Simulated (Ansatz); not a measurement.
Defect migration in monoclinic ZrO2: O vacancy, charge state +2. Method: PBE, PAW (plane waves to 420 eV; Ansatz, a first-principles code).

Settings: 324 host sites, the relaxed PBE lattice, the Γ point alone, smearing 0.01 eV, spin-restricted, no image-charge correction. Static, classical nuclei. The charge state is imposed; whether it is stable for some Fermi level was not computed. Forms of the defect that were not tried may lie lower. The start lies 0.59 eV above the lowest site run (PBE).

Barriers: single points on a 2×2×2 k-point mesh shifted by half a step at the bands' geometries.

The step: one O atom jumps into the vacancy from a nearby O site. Atoms about the jump, Cartesian Å from the middle of the jump, before and after:

```tsv
atom	x0	y0	z0	x1	y1	z1
O1	0.08	-0.88	0.09	-0.08	0.88	-0.09
Zr2	-1.00	-0.33	-1.71	-0.99	-0.15	-1.68
Zr3	0.99	0.15	1.68	1.00	0.33	1.71
O4	1.90	1.69	0.69	2.15	1.76	0.83
O5	-2.15	-1.76	-0.83	-1.90	-1.69	-0.69
O6	-0.65	1.37	2.39	-0.68	1.39	2.57
O7	0.68	-1.39	-2.57	0.65	-1.37	-2.39
O8	-0.22	-1.35	2.77	-0.19	-1.34	2.62
O9	0.19	1.34	-2.62	0.22	1.35	-2.77
Zr10	-1.38	-2.36	1.08	-1.51	-2.49	1.19
Zr11	1.51	2.49	-1.19	1.38	2.36	-1.08
O12	-2.60	-0.92	1.86	-2.62	-0.94	1.90
O13	2.62	0.94	-1.90	2.60	0.92	-1.86
O14	-2.60	0.92	-1.88	-2.65	0.94	-1.91
O15	2.65	-0.94	1.91	2.60	-0.92	1.88
Zr16	-1.47	2.96	1.19	-1.42	2.88	1.16
Zr17	1.42	-2.88	-1.16	1.47	-2.96	-1.19
O18	-3.02	1.67	0.77	-3.05	1.67	0.78
O19	3.05	-1.67	-0.78	3.02	-1.67	-0.77
```

Task: Give the saddle-point geometry and the barrier.

Result: 
```csv
atom,x,y,z
O1,0.00,0.01,0.00
Zr2,-1.00,-0.24,-1.73
Zr3,1.01,0.24,1.73
O4,2.04,1.78,0.79
O5,-2.03,-1.77,-0.80
O6,-0.65,1.41,2.51
O7,0.66,-1.40,-2.51
O8,-0.20,-1.34,2.69
O9,0.20,1.35,-2.70
Zr10,-1.47,-2.41,1.12
Zr11,1.48,2.42,-1.12
O12,-2.60,-0.91,1.87
O13,2.61,0.92,-1.87
O14,-2.64,0.93,-1.90
O15,2.64,-0.93,1.90
Zr16,-1.46,2.94,1.20
Zr17,1.47,-2.93,-1.21
O18,-3.04,1.68,0.78
O19,3.05,-1.67,-0.78
```
It lies 0.28 eV above the start and 0.28 eV above the end. The saddle point's order was not checked, and it lies on a symmetry element of the cell, where a band can be held.
